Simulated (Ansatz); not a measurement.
Cost and result by functional for the adsorption energy of H2O on the 1x1 (0001) surface of corundum (cut with top plane Al), one in a 1x1 cell, started at the site 'bridge O-O (span 2.6 Å)', in Ansatz (plane waves, PAW). Single points on the PBE structure, on one kind of machine; costs are rough ratios of the slab run's core time (references not counted) to the cheapest single point. r2SCAN's cost holds its higher cutoff (500 against 420 eV). Differences are taken against HSE06 for comparison alone: no measured value is at hand, so the table doesn't rank accuracy. HSE06 ran on a coarser k-mesh, which lowers its cost and may carry part of its shift.

Host crystal: corundum, with a band gap (PBE, scalar-relativistic without spin-orbit coupling).

Slab: 23 atoms, 6.7 Å thick at the start under the adsorbate (thin: gaps and levels are the slab's own); k 6x6x1, smearing 0.01 eV, dipole-corrected; 9 atoms held, the rest relaxed; no symmetry held; no spin, no spin-orbit, no U, no dispersion correction. At the end it is bonded to Al. In PBE it is, or lies within 0.03 eV of, the lowest of the starts that converged. These notes are the PBE run's. Adsorption energies are against H2O(g). A negative adsorption energy means that the adsorbate is more stable on the surface than in its reference.

| functional | relative cost | adsorption energy (eV) | less HSE06 (eV) |
|---|---|---|---|
| RPBE | 1 | -0.69 | 0.23 |
| r2SCAN | 2 | -1.09 | -0.16 |
| HSE06 | 10 | -0.93 | 0.00 |
| PBE (the relaxed run's value) | – | -0.93 | 0.00 |

The values span 0.40 eV, while the single points' costs differ by a factor of roughly 10. Differences are of unrounded values.

Ansatz is an electronic-structure program.
